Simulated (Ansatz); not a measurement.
Base system: BN in the zinc blende structure (space group F-43m, No. 216; a = 3.605 Å). Axes: x, y, z lie along the cube axes.

One thing is altered: biaxial strain +1.78 %, plane normal [001], relaxed out of plane (Cartesian); in-plane vectors clamped, the third vector and the atoms free.

Levels (all Ansatz, a quantum-chemistry and plane-wave program, PAW, earlier PAW set): PBEsol (420 eV, scalar-relativistic without spin-orbit coupling); HSE06+SOC (420 eV, noncollinear with spin-orbit coupling).

The geometry is relaxed with PBEsol.

| Property | Result |
|---|---|
| PBEsol band gap | 3.82 eV |
| PBEsol valence-band top at Γ | 0.00, -0.24, -0.24 eV |

Task: How does going to HSE06+SOC change the band gap and valence-band top at Γ?

Result: The band gap rises by 1.48 eV, from 3.82 eV to 5.30 eV; the valence-band top at Γ (three highest Kramers pairs, from the VBM) becomes 0.00, -0.24, -0.26 eV (PBEsol: 0.00, -0.24, -0.24 eV).

Single points use the geometry relaxed with PBEsol. HSE06 gaps are upper bounds (no full band path). Differences between runs with and without spin-orbit coupling are approximate. Whether these cells are dynamically stable was not tested.
